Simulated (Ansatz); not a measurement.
# A computed series for InAs: response to strain

Start from InAs in the zinc blende structure (space group F-43m, No. 216; a = 6.026 Å). Axes: x, y, z lie along the cube axes.

Strains are applied to the cell and any free atomic positions relax.

Calculations: plane-wave PAW DFT at the LDA level (Ansatz, an electronic-structure program, 420 eV), without spin-orbit coupling.

Notes on the quantities. pressure: mean of the normal stresses, compression positive; energy relative to the base: free energy F.

| change | pressure | shortest interatomic distance | energy relative to the base |
|---|---|---|---|
| base | 0.0 GPa | 2.609 Å | 0 meV/atom |
| uniaxial strain ε_zz = −1.00 % | 0.6 GPa | 2.601 Å | +0.7 meV/atom |
| uniaxial strain ε_zz = −0.50 % | 0.3 GPa | 2.605 Å | +0.2 meV/atom |
| uniaxial strain ε_zz = +0.50 % | -0.3 GPa | 2.614 Å | +0.2 meV/atom |
| uniaxial strain ε_zz = +1.00 % | -0.6 GPa | 2.618 Å | +0.7 meV/atom |
| uniaxial strain ε_zz = +1.50 % | -0.9 GPa | 2.622 Å | +1.6 meV/atom |
| uniaxial strain ε_zz = +2.00 % | -1.1 GPa | 2.627 Å | +2.8 meV/atom |
| uniaxial strain ε_zz = +2.50 % | -1.4 GPa | 2.631 Å | +4.4 meV/atom |
| uniaxial strain ε_zz = +3.00 % | -1.7 GPa | 2.636 Å | +6.3 meV/atom |

A case with no gap was solved on a k-mesh chosen for an insulator, which is coarse for it. Whether these cells are dynamically stable was not tested. All final runs are without spin polarisation.
